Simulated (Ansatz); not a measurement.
Results of r²SCAN in Ansatz (plane waves, PAW) for CaAlO2F (model structure, started from the SrVO2H type, P4/mmm, No. 123, 5 atoms in the cell).

Numerical settings: plane-wave cutoff 560 eV, 10×10×10 k mesh, Fermi–Dirac smearing 0.01 eV, scalar-relativistic PAW data made under PBE.

Cell (relaxed with PBEsol):

```cif
data_AlCaFO2
_chemical_formula_sum 'Ca1 Al1 O2 F1'
_space_group_name_H-M_alt 'P4/mmm'
_space_group_IT_number 123
_space_group_name_Hall '-P 4 2'
_cell_length_a 3.72693
_cell_length_b 3.72693
_cell_length_c 3.67728
_cell_angle_alpha 90.000
_cell_angle_beta 90.000
_cell_angle_gamma 90.000
loop_
_atom_site_label
_atom_site_type_symbol
_atom_site_symmetry_multiplicity
_atom_site_Wyckoff_symbol
_atom_site_fract_x
_atom_site_fract_y
_atom_site_fract_z
_atom_site_occupancy
Ca1 Ca 1 d 0.50000 0.50000 0.50000 1
Al1 Al 1 a 0.00000 0.00000 0.00000 1
O1 O 2 f 0.00000 0.50000 0.00000 1
F1 F 1 b 0.00000 0.00000 0.50000 1
```

Question: Give the computed band gap, smallest direct gap on the k points sampled and direct gap at Γ.

Answer: 
- band gap: 4.10 eV (indirect)
- smallest direct gap on the k points sampled: 4.82 eV
- direct gap at Γ: 5.13 eV

Note: the relaxation could raise the start's symmetry but not lower it, so the cell can be a saddle point; cell and atoms aren't relaxed at this level (pressure -0.2 GPa).

It cost roughly 14 core-seconds of CPU time.

A model structure was made by putting elements into a prototype or built by hand; it is no filed structure, need not be a known phase, and can be a saddle point held by its symmetry.

Ansatz is a program for electronic structure.
